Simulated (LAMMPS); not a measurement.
Consider Al (fcc) with 10 % of Al sites Si, 864 atoms, at 300 K and 0 GPa, heated as the crystal in molecular dynamics.

Level of theory: classical MD, pair style meam, file AlSiMgCuFe.meam; code LAMMPS.

Give g(r) against r (Å) as the simulation yields it.

State found: crystal; no diffusion seen in 30 ps.
```csv
r (Å),"g(r), Al-Si","g(r), Al-Al","g(r), Si-Si"
2.020,0.000,0.000,0.000
2.060,0.026,0.000,0.000
2.100,0.120,0.000,0.000
2.140,0.384,0.000,0.000
2.180,0.640,0.000,0.000
2.220,0.782,0.000,0.000
2.260,1.18,0.000,0.000
2.300,1.18,0.000,0.000
2.340,1.60,0.001,0.000
2.380,1.83,0.011,0.000
2.420,1.89,0.033,0.000
2.460,2.09,0.106,0.000
2.500,2.34,0.286,0.081
2.540,2.61,0.631,0.000
2.580,2.52,1.16,0.076
2.620,2.75,1.91,0.147
2.660,2.74,2.62,0.071
2.700,2.77,3.54,0.485
2.740,2.42,4.20,0.202
2.780,2.25,4.50,0.457
2.820,1.86,4.68,1.52
2.860,1.72,4.49,1.85
2.900,1.76,4.08,3.84
2.940,1.76,3.47,5.90
2.980,1.91,2.94,6.66
3.020,1.87,2.26,5.59
3.060,1.64,1.72,4.42
3.100,1.28,1.27,3.84
3.140,1.05,0.903,2.82
3.180,0.872,0.679,1.60
3.220,0.689,0.467,1.02
3.260,0.541,0.371,0.618
3.300,0.423,0.267,0.789
3.340,0.423,0.211,0.815
3.380,0.276,0.159,0.663
3.420,0.282,0.148,0.691
3.460,0.210,0.126,0.759
3.500,0.235,0.141,0.412
3.540,0.187,0.139,0.484
3.580,0.261,0.142,0.355
3.620,0.288,0.161,0.463
3.660,0.438,0.221,0.226
3.700,0.447,0.280,0.369
3.740,0.579,0.357,0.217
3.780,0.678,0.428,0.318
3.820,0.815,0.544,0.519
3.860,0.956,0.639,0.339
3.900,0.989,0.734,0.332
3.940,1.02,0.835,0.456
3.980,1.07,0.881,0.574
4.020,1.03,0.954,0.438
4.060,0.911,0.966,0.644
4.100,0.784,0.907,0.691
4.140,0.673,0.844,0.707
4.180,0.614,0.810,0.607
4.220,0.524,0.738,0.766
4.260,0.437,0.666,0.529
4.300,0.396,0.581,0.492
4.340,0.376,0.521,0.402
4.380,0.425,0.487,0.237
4.420,0.469,0.480,0.155
4.460,0.556,0.445,0.254
4.500,0.750,0.468,0.075
4.540,0.921,0.508,0.294
4.580,1.04,0.571,0.265
4.620,1.21,0.727,0.592
4.660,1.41,0.897,0.791
4.700,1.62,1.10,0.823
4.740,1.86,1.35,0.899
4.780,1.94,1.58,1.28
4.820,2.10,1.87,1.37
4.860,2.08,2.10,1.58
4.900,2.07,2.23,2.00
4.940,2.04,2.29,2.09
4.980,1.93,2.27,1.94
5.020,1.65,2.11,1.84
5.060,1.51,1.97,1.76
5.100,1.34,1.75,1.61
5.140,1.06,1.49,1.72
5.180,0.977,1.29,1.47
5.220,0.823,1.10,1.26
5.260,0.780,0.937,1.04
5.300,0.636,0.851,1.02
5.340,0.636,0.769,0.638
5.380,0.595,0.713,0.890
5.420,0.573,0.710,1.03
5.460,0.584,0.755,0.966
5.500,0.643,0.784,1.19
5.540,0.676,0.809,1.07
5.580,0.754,0.841,1.20
5.620,0.759,0.875,0.928
5.660,0.835,0.871,0.930
5.700,0.800,0.865,0.808
5.740,0.830,0.853,0.813
5.780,0.869,0.847,0.756
5.820,0.776,0.776,0.686
5.860,0.844,0.727,0.706
5.900,0.835,0.698,0.638
5.940,0.806,0.691,0.959
5.980,0.849,0.700,0.763
6.020,0.878,0.701,0.781
6.060,0.927,0.760,0.908
```

Caution: the random arrangement on this lattice is imposed, and need not be a phase that exists in equilibrium.
